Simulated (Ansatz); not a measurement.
A (10,0) arsenic nanotube, relaxed period 6.230 Å, atoms relaxed at each strain.

| strain | energy (meV a period) | axial force (nN) |
|---|---|---|
| -0.015 | +78.6 | -2.71 |
| +0.015 | +72.2 | +2.46 |

Computed with PBE (plane waves to 420 eV, PAW; Ansatz, an electronic-structure program). Mesh 1×1×6. No spin polarisation. Isolated but for its images some 11 Å away. A hypothetical model, rolled from the flat sheet. Symmetry and one short period hold its shape; lower forms weren't sought. Values not marked SOC lack spin–orbit coupling. Buckling under compression is shut out by symmetry and the short period. Energies are free energies at a Fermi–Dirac width of 0.02 eV, from the unstrained cell.

Mean diameter 11.74 Å.

Problem. Work out the axial stiffness dF/dε in two ways, and what it means for a modulus.

Solution. From the forces: (+2.46 − (-2.71))/0.030 = 172 nN. From the energies: (E₊ + E₋)/(ε² c) = 0.1508 eV/(0.015² × 6.230 Å) = 107.6 eV/Å = 172 nN. The two agree to within 1 %. Spread over the circumference π × 11.74 Å, the force value is a sheet stiffness of 47 N/m.
